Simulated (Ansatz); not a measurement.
The starting structures come from a database of crystals and need not be the phases stable at ambient conditions.

The decay constant κ of evanescent states in the gap governs leakage through a thin film.

Data:

```
K3Sb
1.0
    6.07353     0.00000     0.00000
    0.00000    10.77764     0.00000
    3.03677     0.00000     5.25983
K Sb
6 2
Direct
  0.33333   0.08216   0.33333
  0.66667   0.91784   0.66667
  0.66667   0.58216   0.66667
  0.33333   0.41784   0.33333
  0.00000   0.75000   0.00000
  0.00000   0.25000   0.00000
  0.66667   0.25000   0.66667
  0.33333   0.75000   0.33333
```

Space group of this cell: P6_3/mmc. The cell is taken as given.

Transport runs along the normal of the first two printed cell vectors, the (100) plane of the conventional cell.

No gap correction and no spin-orbit coupling; mid-gap values are interpolated between computed energies.

Question: State the band gap and the smallest decay constant κ at mid-gap according to r2SCAN run with Ansatz (a quantum-chemistry and plane-wave program).

Answer: Gap 0.80 eV on a 6×4×6 mesh; κ = 0.107 1/Å, at the zone centre.
